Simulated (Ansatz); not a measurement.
Start from AlN in the zinc blende structure (space group F-43m, No. 216; a = 4.342 Å). Axes: x, y, z lie along the cube axes.

Structures relaxed with LDA, PAW, 420 eV (Ansatz, a quantum-chemistry and plane-wave program; no SOC).

Base:

Simulated powder pattern, Cu Kα1, λ = 1.54056 Å (kinematic, ideal powder, no thermal factors, no anomalous dispersion; the 14 strongest lines at most, above 2 %, up to 2θ = 90°):

```json
[
 {"2θ (°)": "35.79", "I/Imax (%)": "100", "hkl": "(111)"},
 {"2θ (°)": "41.56", "I/Imax (%)": "11", "hkl": "(200)"},
 {"2θ (°)": "60.23", "I/Imax (%)": "49", "hkl": "(220)"},
 {"2θ (°)": "72.08", "I/Imax (%)": "33", "hkl": "(311)"},
 {"2θ (°)": "75.83", "I/Imax (%)": "3.5", "hkl": "(222)"}
]
```

After one change:

Simulated powder pattern, Cu Kα1, λ = 1.54056 Å (kinematic, ideal powder, no thermal factors, no anomalous dispersion; the 14 strongest lines at most, above 2 %, up to 2θ = 90°):

```csv
2θ (°),I/Imax (%)
35.91,100
41.56,7.4
42.00,3.6
60.23,17
60.57,33
72.16,22
72.77,11
76.13,3.5
```

**Question.** Name the change that was made.
(A) uniaxial strain ε_zz = +1.00 %
(B) uniaxial strain ε_zz = −1.00 %
(C) uniaxial strain ε_zz = −2.00 %
(D) uniaxial strain ε_zz = +3.00 %

**Answer.** B, uniaxial strain ε_zz = −1.00 %. Its volume per atom is 10.13 Å³ against 10.23 Å³, and its space group is I-4m2 (No. 119).

No phonon test of stability was made. This is not the structure that AlN has at room temperature and ambient pressure.
